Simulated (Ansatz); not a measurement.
Results of r²SCAN (Ansatz, a first-principles code, PAW) for TaRu (P4/mmm, No. 123, 2 atoms in the cell; start mp-1601).

Run with plane-wave cutoff 560 eV, 18×18×16 k mesh (along the axes of the cell as run), Fermi–Dirac smearing 0.05 eV, no spin polarisation, scalar-relativistic PAW data made under PBE.

Cell (relaxed at this level):

RuTa is taken in the tetragonal space group P4/mmm (No. 123), Pearson symbol tP2. Cell: a = b = 3.047 Å, c = 3.388 Å, α = β = γ = 90.00°. Ta on 1d is coordinated by 8 Ru at 2.741 Å and 4 Ta at 3.047 Å and 2 Ta at 3.388 Å. Ru on 1a has 8 Ta at 2.741 Å and 4 Ru at 3.047 Å and 2 Ru at 3.388 Å. (Neighbours: up to the widest gap in distance over summed covalent radii, below 1.35, at either atom.)

Task: Give the computed bulk modulus B0.

Result: 
- bulk modulus B0 = 270 GPa

Note: the run has no spin polarisation, so it can have missed a magnetic state; the bulk modulus is −V dP/dV from two relaxed cells at ±2 % in volume; the relaxation could not lower the start's symmetry, so the cell can be a saddle point above a distorted one.

Spin–orbit coupling is not included.

Static lattice: no zero-point or thermal effects.

The result took around 2.2 core-minutes (rough).

A start named mp-… is a Materials Project structure, which need not be a measured phase.
